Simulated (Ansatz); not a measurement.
Take TiC in the rock salt structure (space group Fm-3m, No. 225; a = 4.261 Å; relaxed with 0.1 eV smearing) as the base. Axes: x, y, z lie along the cube axes.

Level of theory: Kohn–Sham DFT with the LDA functional, run in Ansatz (a first-principles code) with PAW and 420 eV plane waves, no spin-orbit coupling.

Base values:

The pressure is 0.0 GPa and the volume per atom comes out as 9.67 Å³.

The change: tensile biaxial strain of 0.83 % in the plane normal to [111], as in epitaxy on a mismatched substrate; the out-of-plane cell vector and the atoms relax.

Problem. What does the calculation give for the pressure after the change?

Solution. The pressure (mean of the normal stresses, compression positive) goes from zero to -3.1 GPa.

Problem. What happens to the volume per atom?

Solution. The volume per atom grows by 0.11 Å³, from 9.67 Å³ to 9.78 Å³.

Problem. What does the calculation give for the energy relative to the base after the change?

Solution. The energy increases by 2.4 meV/atom.

Whether these cells are dynamically stable was not tested. All final runs are without spin polarisation.
